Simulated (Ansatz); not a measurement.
We look at the formation energy of O_i in Cu (fcc, Fm-3m). Reaction: Cu2O (Pn-3m) + 30 Cu (fcc) → cell A.

Cell A: a supercell of 32 sites of Cu (fcc, Fm-3m) with O off the lattice sites (6 Cu at 1.99 Å); spin state with PBE: run without spin, k-point mesh 5×5×5.
```xyz
33
Lattice="7.2597 0.0000 0.0000 0.0000 7.2597 0.0000 0.0000 0.0000 7.2597" Properties=species:S:1:pos:R:3 pbc="T T T"
Cu     0.0000     0.0000    -0.1760
Cu     0.0000     1.9909     1.8149
Cu     1.9909     0.0000     1.8149
Cu     1.8311     1.8311    -0.0162
Cu     0.0000     0.0000     3.8058
Cu     0.0000     1.8505     5.4448
Cu     1.8505     0.0000     5.4448
Cu     1.8311     1.8311     3.6460
Cu     0.0000     3.6298    -0.0356
Cu     0.0000     5.2688     1.8149
Cu     1.8505     3.6298     1.8149
Cu     1.8311     5.4286    -0.0162
Cu     0.0000     3.6298     3.6654
Cu     0.0000     5.4092     5.4448
Cu     1.8250     3.6298     5.4448
Cu     1.8311     5.4286     3.6460
Cu     3.6298     0.0000    -0.0356
Cu     3.6298     1.8505     1.8149
Cu     5.2688     0.0000     1.8149
Cu     5.4286     1.8311    -0.0162
Cu     3.6298     0.0000     3.6654
Cu     3.6298     1.8250     5.4448
Cu     5.4092     0.0000     5.4448
Cu     5.4286     1.8311     3.6460
Cu     3.6298     3.6298    -0.0101
Cu     3.6298     5.4092     1.8149
Cu     5.4092     3.6298     1.8149
Cu     5.4286     5.4286    -0.0162
Cu     3.6298     3.6298     3.6399
Cu     3.6298     5.4347     5.4448
Cu     5.4347     3.6298     5.4448
Cu     5.4286     5.4286     3.6460
O      0.0000     0.0000     1.8149
```

Reference: Cu2O (Pn-3m), 6 atoms in the cell; spin state with PBE: run without spin, k-point mesh 8×8×8 on the run's own vectors. Conventional cell: a = b = c = 4.2982 Å, α = β = γ = 90.00°.

Reference: Cu (fcc, Fm-3m), 32 atoms in the cell, a perfect crystal on lattice vectors that match the other cells'; spin state with PBE: run without spin, k-point mesh 5×5×5 on the run's own vectors.

All numbers come from Ansatz (a first-principles code), plane waves with PAW, its default PAW set, cutoff 420 eV, 500 eV for r2SCAN. The structures are at rest with PBE, within the held lattices; other levels are single points on them. Neutral cells; Fermi-Dirac smearing of at most 0.10 eV in the solids, energies taken to zero width. The lattices are those relaxed with PBE, so at other levels the solids can be strained, which adds to the spread. Larger cells are relaxed from a start prepared with the learned potential CHGNet, on a coarser mesh till forces fall under 0.03 eV/Å, which some starts already meet. A dispersion term (D3(BJ), or D4 for r2SCAN) was computed beside these levels and is taken off wherever the name lacks it. Static lattices, no vibrational contributions. Cells are local rest points, mostly with their start's symmetry. The d electrons get no Hubbard U. No correction for cell size. Mesh and cell size may move defect energies by 0.1 eV or more. Cell A has symmetry Pm-3m and got no random move, so less symmetric positions, which may lie lower, weren't tried.

Task: Predict the value from PBE.

Result: 1.58 eV, for Cu2O (Pn-3m) + 30 Cu (fcc) → cell A.

Task: List the value at the remaining levels and say how far they part.

Result: 
```
Level   value (eV)  less PBE
------  ----------  --------
r2SCAN        1.21     -0.37
```

The levels span 0.37 eV, from r2SCAN (1.21) to PBE (1.58).
